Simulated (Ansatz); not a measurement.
**AlNi, pressure series**

The parent structure is AlNi in the CsCl type structure (space group Pm-3m, No. 221; non-magnetic).

```
AlNi
1.0
    2.86315     0.00000     0.00000
    0.00000     2.86315     0.00000
    0.00000     0.00000     2.86315
Al Ni
1 1
Direct
  0.00000   0.00000   0.00000
  0.50000   0.50000   0.50000
```

Cell and atoms are relaxed at each pressure.

Computed with r2SCAN (Ansatz, a first-principles code; PAW; 500 eV plane waves; no spin-orbit coupling).

| P (GPa) | V (Å³/atom) |
|---|---|
| -1.99 | 11.872 |
| -0.99 | 11.802 |
| 2.99 | 11.545 |
| 6.99 | 11.314 |
| 14.98 | 10.913 |
| 30.00 | 10.316 |
| 50.00 | 9.714 |
| 75.00 | 9.145 |
| 100.00 | 8.700 |

**Question.** Fit a third-order Birch–Murnaghan equation of state.

**Answer.** Least squares on P(V) = (3B₀/2)[(V₀/V)^(7/3) − (V₀/V)^(5/3)]·[1 + (3/4)(B₀′ − 4)((V₀/V)^(2/3) − 1)] gives V₀ = 11.73 Å³/atom, B₀ = 177 GPa and B₀′ = 4.2.

Measured bulk modulus of AlNi: 156 GPa (room temperature; as listed in Yamada, Ryo, Mohri, Tetsuo, arXiv (2019)); the computed value is for a static lattice, so the two differ by thermal effects too.

Load acts through the strain it causes; cell and atoms are relaxed under it. Whether these cells are dynamically stable was not tested. Competing high-pressure phases were not computed. Starting moments died away, wholly or in part, for the base; another magnetic solution may exist. All final runs are without spin polarisation.
